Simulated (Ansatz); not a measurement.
Phonon-limited transport in YB2C2 (P4/mbm)

Consider the following.

```
YB2C2
1.0
    5.32739     0.00000     0.00000
    0.00000     5.32739     0.00000
    0.00000     0.00000     3.51123
Y B C
2 4 4
Direct
  0.50000   0.50000   0.00000
  0.00000   0.00000   0.00000
  0.86373   0.36373   0.50000
  0.13627   0.63627   0.50000
  0.63627   0.86373   0.50000
  0.36373   0.13627   0.50000
  0.66228   0.16228   0.50000
  0.33772   0.83772   0.50000
  0.83772   0.66228   0.50000
  0.16228   0.33772   0.50000
```

Calculation: PBEsol, DFPT electron-phonon coupling, linearised Boltzmann equation (plane waves, PAW, scalar-relativistic; Ansatz, a first-principles code). Cell: relaxed with this functional, without spin-orbit coupling.

```
Quantity                                                                                                        Result
----------------------------------------------------------------------------------  ----------------------------------
resistivity at 300 K                                                                                        15.1 μΩ·cm
resistivity at 77 K                                                                 0.87 (x), 0.87 (y), 0.70 (z) μΩ·cm
electron mean free path at 300 K (weighted by the current that each state carries)                             11.0 nm
Drude plasma energy                                                                       5.1 (x), 5.1 (y), 5.3 (z) eV
Hall coefficient at 300 K                                                                              -27 ×10⁻¹¹ m³/C
```

A metal at this level (no band gap). Only scattering by harmonic phonons is included (no impurities, grain boundaries, electron-electron scattering or thermal expansion). Spin-orbit coupling is left out. The squared frequency of the phonon mode least converged on the k mesh is uncertain by about 25 %. Halving the electron mesh (16x16x24) moves the resistivity by up to 4 % at 300 K, the mean free path by up to 9 %. Smearing 0.20 eV; phonons on a 3x3x4 q mesh, which this run doesn't test and which matters most at low temperature.

Computed structure with no diffraction record at hand here (it may be known, metastable or hypothetical): YB2C2 (P4/mbm).
